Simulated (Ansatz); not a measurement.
Band structure of Nb (Im-3m, 1 atom in the cell).

```
CELL_PARAMETERS angstrom
     -1.65881     1.65881     1.65881
      1.65881    -1.65881     1.65881
      1.65881     1.65881    -1.65881
ATOMIC_POSITIONS crystal
  Nb 0.00000 0.00000 0.00000
```

Level of theory: PBE, PAW files (plane waves; Ansatz, an electronic-structure program).

Settings: kpoints.mp_grid.grid = 9 9 9; hamiltonian.xc = pbe; hamiltonian.pseudopotentials = {kind: paw} (the program's default PAW files); scf.occupations.method = gaussian; scf.occupations.width = 0.1 eV; kpoints.band_path.npoints = 8.

The starting cell comes from a database of computed structures (which also holds hypothetical and non-ambient phases and stackings), without a prior relaxation at this level. Spin polarisation is off.

Levels in eV from the Fermi level, bands 3 to 10:
```json
[
 {"point": "Γ", "3": "-29.69", "4": "-29.69", "5": "-5.88", "6": "0.37", "7": "0.37", "8": "0.37", "9": "3.24", "10": "3.24"},
 {"point": "H", "3": "-30.58", "4": "-30.58", "5": "-3.64", "6": "-3.64", "7": "5.52", "8": "5.52", "9": "5.52", "10": "8.96"},
 {"point": "N", "3": "-30.10", "4": "-29.70", "5": "-3.66", "6": "-1.62", "7": "2.23", "8": "3.26", "9": "3.93", "10": "6.27"},
 {"point": "P", "3": "-30.35", "4": "-30.35", "5": "-1.08", "6": "-1.08", "7": "-1.08", "8": "4.06", "9": "4.06", "10": "9.31"}
]
```

Bands cross the Fermi level along this path, so the cell is metallic at this level.

Keys are those of Ansatz 0.2.
